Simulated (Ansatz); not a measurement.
Band structure of GaCu3 (P6_3/mmc, 8 atoms in the cell).

```yaml
crystal:
  lattice:
    - [5.15739, 0.00000, 0.00000]
    - [-2.57870, 4.46643, 0.00000]
    - [0.00000, 0.00000, 4.20124]
  atoms:
    - { symbol: Ga, position: [0.33333, 0.66667, 0.75000] }
    - { symbol: Ga, position: [0.66667, 0.33333, 0.25000] }
    - { symbol: Cu, position: [0.16539, 0.33077, 0.25000] }
    - { symbol: Cu, position: [0.83461, 0.66923, 0.75000] }
    - { symbol: Cu, position: [0.83461, 0.16539, 0.75000] }
    - { symbol: Cu, position: [0.16539, 0.83461, 0.25000] }
    - { symbol: Cu, position: [0.66923, 0.83461, 0.25000] }
    - { symbol: Cu, position: [0.33077, 0.16539, 0.75000] }
```

Level of theory: LDA (PW92), PAW files made with PBE (plane waves; Ansatz, a program for electronic structure).

Settings: basis.ecutwfc = 420 eV; kpoints.mp_grid.grid = 5 5 5; hamiltonian.xc = lda; hamiltonian.pseudopotentials = {kind: paw} (the program's default PAW files); scf.occupations.method = gaussian; scf.occupations.width = 0.1 eV; kpoints.band_path.npoints = 8.

The starting cell comes from a database of computed structures (which also holds hypothetical and non-ambient phases and stackings), without a prior relaxation at this level. Spin polarisation is off.

Levels in eV from the Fermi level, bands 67 to 74:
| point | 67 | 68 | 69 | 70 | 71 | 72 | 73 | 74 |
|---|---|---|---|---|---|---|---|---|
| Γ | -1.79 | -1.35 | -1.35 | -1.09 | -0.06 | -0.06 | 1.34 | 4.32 |
| M | -2.24 | -1.31 | 0.84 | 0.91 | 1.46 | 2.04 | 3.09 | 3.85 |
| K | -2.28 | 0.89 | 0.89 | 1.12 | 1.53 | 1.53 | 1.88 | 2.25 |
| A | -1.40 | -1.40 | -1.40 | -1.40 | -1.08 | -1.08 | 1.71 | 1.71 |
| L | -2.29 | -2.29 | -1.02 | -1.02 | -0.67 | -0.67 | 5.69 | 5.69 |
| H | -2.32 | -2.32 | -2.10 | -2.10 | 1.92 | 1.92 | 3.51 | 3.51 |

Bands cross the Fermi level along this path, so the cell is metallic at this level.

Keys are those of Ansatz 0.2.
